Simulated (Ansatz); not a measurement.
**Amorphous Si-Ge, 512 atoms, melt quenched at 10 K/ps**

Prepared with Tersoff's 1989 multicomponent potential (SiCGe.tersoff) (LAMMPS): melt at 4000 K, cooled from 2800 to 500 K at 10 K/ps at fixed volume, minimised. Geometry as solved with PBE, support functions at accuracy medium on the grid of 370 eV run with Ansatz (an electronic-structure program).

The relaxation was stopped after a set number of steps, with force components up to 0.248 eV/Å left.

```xyz
512
Lattice="22.82 0.00 0.00 0.00 22.82 0.00 0.00 0.00 22.82" Properties=species:S:1:pos:R:3 pbc="T T T"
Si     4.05     3.61    22.81
Ge    20.97    21.99     1.26
Si     4.05     8.17    15.74
Ge     3.86    16.32     9.29
Ge    12.18    15.18    16.54
Ge     9.68    18.92    11.20
Si     5.75     3.74    21.13
Ge    10.78     6.90    11.71
Si     3.71    18.63     4.18
Ge     7.56     2.44    14.53
Si     2.46     4.27    13.18
Ge    12.33    13.49     4.48
Ge     4.47     4.49    16.85
Si    21.52    22.11    18.56
Si     6.06    16.21    12.86
Ge     6.67     1.73     2.99
Si    11.63     3.12    11.69
Si     2.22     7.16    14.67
Ge    21.20    16.42    18.55
Ge     3.04    13.73     9.44
Ge    21.15    12.64    20.34
Si    19.23     3.15     9.90
Ge     4.29     1.13    15.91
Ge     3.43    19.11    18.44
Ge    -0.82     0.37    11.87
Ge    15.98     0.89    11.93
Ge    21.81    18.04    14.55
Si    17.57    20.40    10.23
Ge    11.55     4.84    19.13
Ge     8.41    19.43    18.70
Ge     4.79    15.33     1.85
Ge    15.35     4.76    13.26
Si    10.53     6.82    20.12
Ge     4.90    14.01    16.56
Ge    10.06    16.48     8.23
Si     1.35    15.32    13.25
Ge    14.95    12.09     1.76
Ge     3.15     0.23    21.07
Ge    20.11     0.80    10.27
Ge    21.44    19.58     0.85
Ge     8.84     7.81    18.68
Si     2.74    22.41    18.74
Ge    18.23     5.50    10.18
Ge    13.71     9.86     4.62
Ge     0.00     0.96     7.23
Ge    19.66    12.52     3.29
Ge     3.76     1.24     8.55
Si    14.75    16.27    21.87
Si    14.71     3.85     9.29
Ge    17.33     2.84    16.28
Ge    12.57    22.10    20.21
Ge    20.49    13.77    22.57
Si    16.72    13.47     0.97
Ge    15.33    10.57    13.72
Si    22.47     8.24     5.15
Ge    19.83     4.83    14.27
Ge    19.99     1.91    21.15
Ge     7.95     2.68     1.13
Si     0.87     1.87    11.02
Ge     5.74    21.25     1.55
Ge    13.48     3.88     1.67
Si    17.85     2.20     8.16
Si    16.37    15.76    14.96
Ge    18.30     3.46    22.31
Ge     5.26     3.16    14.91
Si     5.33    14.39    14.18
Ge    21.90    13.79    16.21
Ge     9.57    10.58    12.17
Si     7.22    17.53    14.41
Si     5.40     4.44    10.72
Ge     6.60    12.28    22.74
Ge     6.79     7.69    13.05
Si    10.89    15.34    22.00
Ge     1.91    17.35    12.01
Ge    22.09     5.52    10.90
Ge    22.39    14.21    12.06
Ge     1.50    21.85    22.47
Ge    11.93     5.53     3.22
Ge     8.10    16.31    16.34
Ge    14.03    -0.01     8.39
Ge    17.82    12.82    16.95
Ge    14.15     8.88     6.86
Ge    17.10    22.17    18.62
Ge     9.17    22.70    12.03
Ge    15.93     9.83     1.55
Ge    22.11    10.43    11.15
Ge     9.16    13.80    18.67
Ge    21.20     8.28    20.69
Ge     2.33    20.46     7.90
Ge    14.86     4.51     3.69
Ge     3.16    13.65    13.44
Ge     8.54    19.73     7.00
Ge     3.23    10.26     6.77
Ge    14.05    13.13    20.85
Ge    20.05     6.82    11.37
Ge    16.24     0.49     4.39
Ge     5.92    15.78     5.66
Ge    11.78    12.99     9.30
Si     5.63    10.09     0.59
Ge    12.76    19.38     3.60
Ge     8.60     0.33     6.12
Ge    19.09     8.55     2.40
Ge     9.08    20.31    -0.12
Ge     1.10     9.93     2.57
Si     2.62    20.10     0.86
Ge    15.58     2.87    17.99
Ge    14.82    10.54     8.58
Ge     3.92     3.86     4.62
Ge    12.04     7.99    13.72
Ge    21.84    21.87    16.20
Ge    18.12    22.49    11.35
Ge     2.80    15.32    17.03
Si    13.86    20.65     9.67
Si    11.96    18.01    11.32
Si    14.61    22.52    13.92
Ge     9.93    11.71    19.86
Ge    -0.13     7.92     1.48
Ge     5.18     9.44    19.31
Ge    14.66    19.16    16.97
Si    17.89    14.74    20.25
Ge     9.06    11.80    22.25
Ge     3.17    12.64    19.81
Si    19.91    19.61     4.35
Ge    17.66    19.94     2.26
Ge     4.17    10.84     2.38
Ge    15.94    18.93     0.85
Ge     5.06     0.75    12.16
Ge    12.88    15.28    20.70
Ge    19.68     5.18    18.66
Ge    18.96     0.45     6.74
Si    10.67    20.54     3.85
Si    22.13     7.46     7.33
Si    14.07    -0.10     3.68
Ge    18.80    12.68    19.32
Ge    20.20    12.61     8.13
Si     6.45    16.07    18.13
Ge    22.31     6.63    22.23
Si    22.91     4.23    16.42
Ge     7.43     1.61    12.14
Si     9.74    15.85    19.93
Ge    22.92    15.08     6.44
Si    22.43     4.28     5.02
Ge     8.73    21.20    10.12
Ge     8.02     2.47     5.00
Si    17.10     7.22     4.93
Si     8.46    17.40     9.81
Ge    10.18    14.68    12.58
Si     9.34     7.60    16.31
Ge    10.83    22.14     5.71
Si    12.27     8.23    19.31
Ge    11.82    16.54    18.63
Si    19.94    21.91     3.46
Si    18.06    10.21    10.57
Ge     8.51    13.84    16.04
Si     8.87     0.74    20.27
Ge    14.17     1.91    14.75
Si     7.26    21.91    15.52
Ge    11.59    19.83    19.75
Ge     6.56    20.23    17.10
Ge     9.17    13.11     6.50
Si    20.57    14.51     6.59
Ge     4.69    15.79    22.20
Si     0.14     4.33     2.62
Ge    16.80     6.67    16.52
Ge    14.71     8.28    19.69
Ge    21.75     3.65    18.54
Ge    16.52     2.66    13.88
Ge    17.30     9.40     3.82
Si    11.19     8.50     0.47
Si    18.87    12.49     1.04
Ge    21.05    16.24     2.96
Si     0.85     9.08    12.43
Si     4.33    17.27    11.52
Ge    14.84    17.64    14.99
Ge    12.36     6.58     9.72
Ge    22.44    11.87     9.12
Ge    15.17     0.75    19.25
Ge    20.61    19.83    15.71
Si     6.50    13.58     2.02
Ge     9.69     4.62    12.00
Si     4.01    12.56     7.46
Ge    19.71    -0.07    15.28
Si     2.55    18.67    20.60
Ge    19.66    14.72     4.35
Si     5.14     6.71    11.53
Ge    11.05     3.17    17.40
Ge     0.75     9.77    18.47
Ge     2.22    11.07    21.55
Ge    16.36     8.81     9.46
Si     7.03    12.79    14.21
Ge    10.65    14.01    14.98
Ge     9.00    21.23    14.06
Ge     5.66    22.46     8.33
Ge     8.03     0.39     8.51
Si    15.43    17.78    20.15
Ge    10.11    16.68     5.67
Ge     9.05     9.96    15.92
Si     6.91    18.63     8.55
Ge     2.48    20.86    10.43
Ge    14.18    17.01     5.95
Si    16.01     7.30     7.04
Ge    13.19     5.09     5.67
Si    17.19    21.74     5.96
Ge    20.53     1.48    18.76
Si    19.01    19.29    17.46
Ge    12.31     7.19     7.17
Si    19.29     4.59     1.44
Ge    10.89    21.55    17.56
Ge     2.96     0.50    10.75
Si     7.39    10.81     4.46
Ge    14.53     2.57    21.15
Si    16.83    20.33    17.01
Ge     4.33    13.79     5.27
Si    19.39    19.11    12.61
Ge    20.03    20.35    19.46
Ge    12.52    21.87    12.89
Ge    10.83    13.26     0.42
Si     5.18     9.33    14.04
Ge     6.23    20.56     9.93
Ge    22.15     2.70    22.14
Si     9.77    14.09     8.61
Ge    17.33     3.87     6.46
Si    11.29    11.99     6.09
Ge     4.07    19.26     6.52
Si     0.73     1.98     2.92
Si    12.66    17.15     2.53
Si    15.71     4.42    19.81
Ge     1.60    17.45     9.46
Ge    22.26    14.14    18.68
Ge     0.12    20.88    11.41
Si     7.24     8.56     3.76
Si    18.82     5.71     5.92
Ge    22.04    11.72     3.22
Ge    12.97     3.74    13.59
Ge     0.68    19.22    13.20
Ge     0.89    18.43     1.24
Ge     0.07     0.77     0.85
Ge    13.79    13.26    16.86
Ge    18.10    12.46     9.55
Si    18.97    16.94    17.56
Ge     5.19    22.31    14.32
Si     7.48     3.98     6.84
Ge    19.68     9.47    17.61
Ge    21.53    12.03    12.91
Ge    17.75    17.52     7.61
Si    21.56     4.62     0.70
Ge    22.23    14.82     1.20
Ge    22.76    11.83    15.06
Si    14.74    16.87     1.35
Ge     6.63    13.64    18.92
Ge     7.61     6.45    15.08
Ge     4.44    19.70    11.55
Ge     3.48    22.46     4.77
Si    19.21    12.38    13.45
Ge    18.90     9.06    21.30
Ge    21.37    17.01    20.94
Ge     1.03    13.35     2.42
Ge     8.61     2.81     8.61
Ge    15.20    20.92     6.97
Ge    15.23     4.99     7.21
Ge     6.93    17.08    22.32
Ge     7.18     1.86    21.72
Ge     5.18     6.69     6.67
Si     0.72     3.77    20.32
Ge     4.42     3.12    12.57
Si     5.26    17.32     7.50
Ge     7.50    22.21     2.96
Ge    14.08    14.41    11.72
Ge    13.97    16.25     8.26
Si     1.42    19.54    17.15
Si    14.45     8.29    13.22
Si    19.86    19.11    10.23
Ge     2.22    22.75     6.93
Si    20.16     8.64     8.03
Ge    21.29    18.43     6.17
Si    16.14    19.77    21.37
Ge     8.30    15.03     5.17
Si     5.22    21.41     6.16
Si     5.76    10.97    10.71
Ge     6.46     7.31    18.99
Si     2.97     6.46    12.50
Ge    21.98    10.50     0.66
Ge    21.08     7.49     3.34
Ge     4.13     9.40    21.59
Ge    18.74    16.04    15.30
Ge     7.38    21.21     5.24
Si    16.08     6.87    14.21
Ge     7.59     6.45     7.25
Ge     9.19    18.82     4.73
Si    11.04     2.73     8.16
Si    12.58     7.47     1.99
Si    11.26    10.07     4.74
Ge    15.18     8.57    22.15
Si     0.47     2.75     8.81
Si    21.38    19.34    21.24
Ge     1.48    13.15     5.53
Ge    20.63     1.53    13.66
Si    14.32    20.70     2.38
Ge    18.73    21.31    13.50
Ge     0.46    16.48    22.52
Ge    15.93    12.72     8.13
Si    19.96    17.01    13.48
Ge    16.74     2.91     4.28
Ge    18.82     3.06    12.60
Si     6.34    11.22    17.97
Ge    16.52    21.08    14.60
Ge    10.94    18.49    14.97
Ge    13.35     2.29    17.07
Ge     4.68     3.01    19.03
Si    20.85    22.60     8.19
Ge    19.23    22.68    22.34
Si    21.80     3.46    14.49
Si    18.12     8.20    13.89
Ge    22.08    10.57     5.44
Ge    11.63    10.74     8.25
Ge    22.61     8.19    14.69
Ge    12.36    15.95     4.63
Si    12.28    15.98    12.51
Ge    13.70    21.28    15.99
Ge     5.56    20.94    20.83
Ge    11.35     0.44     0.87
Ge     6.65    10.74    15.46
Ge    12.12     3.31    21.10
Ge     0.97    11.27     7.10
Ge    13.20    22.78    17.87
Ge     9.59    11.01     3.26
Ge     8.12    21.22    20.58
Ge    15.17     6.26    18.34
Si     8.52    14.52     2.82
Ge    22.53     6.62    16.80
Ge     3.70    12.18    11.41
Ge    22.62    16.90     4.78
Si     0.62    13.88     9.90
Ge     1.81     7.29     4.69
Si    10.44     8.41     6.18
Ge    13.44    19.36     6.03
Si    17.94     6.60     1.47
Ge    12.82    20.98     0.49
Ge    20.31     7.18    13.77
Ge     4.14    20.12    14.05
Ge     5.45    18.64    15.55
Ge    22.20     1.89     4.99
Ge    16.31    10.80    16.21
Ge     8.87     4.46    14.30
Ge     7.74     1.15    16.62
Ge    20.19     9.09    10.37
Ge    17.49    19.62     4.70
Si    17.19    18.88    11.95
Ge     7.01    19.26     0.78
Ge    16.69    15.57     2.13
Ge     1.17     7.13    11.03
Ge    16.58    17.38     5.47
Ge     1.78    17.36     3.43
Ge     3.75     8.18     8.07
Ge    22.71    17.64    16.88
Ge    18.37    13.81    11.69
Ge     3.66    20.70     2.94
Si    13.46    18.41    18.96
Ge    14.06    14.03     9.23
Ge    18.12    17.20     0.84
Ge     3.76     6.92    21.77
Si     7.35     8.64     1.36
Ge     6.18    12.16     8.59
Si     0.79    21.11    18.82
Ge     8.75     8.29    11.42
Si    13.87    11.83    18.89
Ge     5.67     6.62    16.71
Ge    11.11    12.48    11.61
Ge    20.76    16.86     9.63
Ge     2.33     4.87    15.54
Si     7.59    11.94    11.98
Ge    13.07    10.14    10.38
Ge    18.57     0.93    17.27
Ge     2.79    14.96     3.32
Ge     8.65    16.49     1.43
Si    10.11     3.16     4.10
Ge     5.24    13.57    21.02
Ge     2.43    16.31    21.07
Ge    13.59    12.08    12.49
Ge    18.55    19.95     7.98
Si    15.80    19.58     8.91
Ge    21.11     5.34     6.86
Ge     7.91    15.60    11.36
Ge     3.00    10.26    13.04
Ge    17.60     1.20     0.79
Ge     7.75     3.69    10.73
Ge    18.08    21.18    20.70
Ge     6.08     6.12    21.13
Ge     1.58     6.28     2.41
Si    19.49    13.73    15.43
Ge    16.39    13.05     5.59
Ge    17.86     8.87    16.14
Ge     9.34     9.93     1.03
Si    22.86    15.81     8.79
Si    15.98     6.49     2.90
Ge    17.43     7.16    21.94
Si     5.15     4.25     6.70
Ge    18.60     4.92    16.42
Ge    20.76     7.38    18.43
Ge    11.86     2.91     5.83
Ge    12.83     9.86    22.02
Ge     2.43    11.81    15.00
Si    10.46    21.13     7.95
Ge     4.43    17.19    17.30
Ge    11.34    20.96    14.98
Ge    18.22    11.36     4.97
Ge    10.90    10.22    14.29
Ge    17.90     5.14    20.50
Ge     3.78    11.76    17.32
Si     5.60    12.25     3.73
Si    15.92    17.24     9.14
Ge    19.35    15.87    21.84
Ge    20.25    15.48    11.61
Ge     7.74    17.26    19.90
Ge     9.94    17.89    17.22
Si     4.84    21.26    18.53
Ge     9.68    21.67     1.91
Ge    14.59     7.52    10.81
Ge    17.66    22.33     2.65
Ge    21.57    20.52     9.34
Si    13.33    19.87    11.84
Ge     1.42     7.37    18.50
Ge     7.44     5.00     1.94
Ge     1.86    14.68    19.25
Si     7.83     8.11     9.15
Si    12.28    19.64     8.16
Ge    12.43    12.26    14.73
Si    12.07    10.52    19.72
Ge     1.52     6.99     8.60
Si     4.13     3.69     8.72
Ge    16.85    16.19    18.62
Ge    11.13     4.40    15.23
Si    19.95     1.17     4.55
Si     0.72    20.11    20.89
Ge     7.70    11.20     6.84
Ge    17.26    15.21     4.50
Ge     0.25     3.79    12.44
Si    12.40     4.05     9.66
Ge     3.37     9.27     4.35
Ge    21.32     4.06     9.01
Ge    14.28     6.58     0.46
Ge    13.07    12.15    22.91
Si     9.00    18.84    13.53
Ge    17.73    10.42    12.95
Ge    13.47     1.37     1.85
Si    12.09    17.49     9.05
Ge     9.76     1.05    17.97
Ge     4.33    19.10    22.18
Ge     8.63    10.30    18.37
Ge     7.59    18.15     2.93
Si     7.66     6.62     0.17
Ge     5.19     7.56     4.37
Ge     8.74     7.17     5.11
Ge     2.00     3.35    18.04
Ge    15.71    10.29    18.59
Si     1.97     4.55     8.18
Ge     3.09     1.75     3.52
Si    18.11    10.39    19.42
Si    11.45     6.71    15.70
Ge     0.76    15.60    15.60
Ge    18.70     2.56     2.78
Ge     9.29     9.66     7.92
Ge     7.83    13.51    10.04
Ge     5.46     8.58     9.92
Ge     2.06     1.06    16.94
Ge    15.21     0.88     0.14
Si    19.94    16.63     7.40
Ge     5.15     5.46     3.02
Ge    22.61    10.49    20.82
Ge     1.49     6.12    20.73
Ge    10.95    17.15     0.77
Ge    18.28     7.02     8.07
Ge    15.26    19.33    13.26
Ge    16.07    14.24    21.65
Si     2.22    11.62     1.15
Ge     3.23     9.20    17.77
Si    12.65    16.73    14.72
Ge    19.46    10.19     0.60
Si    14.51     8.40     2.85
Ge    20.22     5.19     3.84
Ge    14.58    21.68    21.61
Ge     2.84     2.67    20.89
Ge    11.07     1.00    21.27
Ge     0.24    19.15     7.95
Ge     5.64     0.90    17.99
Ge     1.91     4.96     5.72
Si    19.88    18.36     2.24
Si    16.66    16.81    11.25
Ge     5.37     0.17    22.49
Ge    14.46    12.22     4.18
Ge    16.31    14.93    12.65
Ge    10.31     2.63     1.70
Ge     1.86    20.56    14.95
Ge     0.89    22.94    14.87
Si    10.48    13.20     2.81
Ge    19.92    10.65     6.65
Si    11.38     0.73    11.45
Ge    10.10     6.49    22.47
Ge    22.01     9.98    16.48
Si    15.99    14.46    16.91
Ge     9.41     5.39     3.51
Si    11.40     4.40     0.37
Ge    12.80     6.52    17.68
Ge     4.55     1.80     1.54
Ge    15.80     5.30    10.89
Ge    12.97     0.58     5.80
Ge    15.74     1.65     9.40
Ge    15.55     4.45    22.80
Ge     5.48    17.09     3.57
Ge    11.55     0.43     9.00
Ge     3.61     5.73     1.10
Ge    11.28    19.25    22.26
```
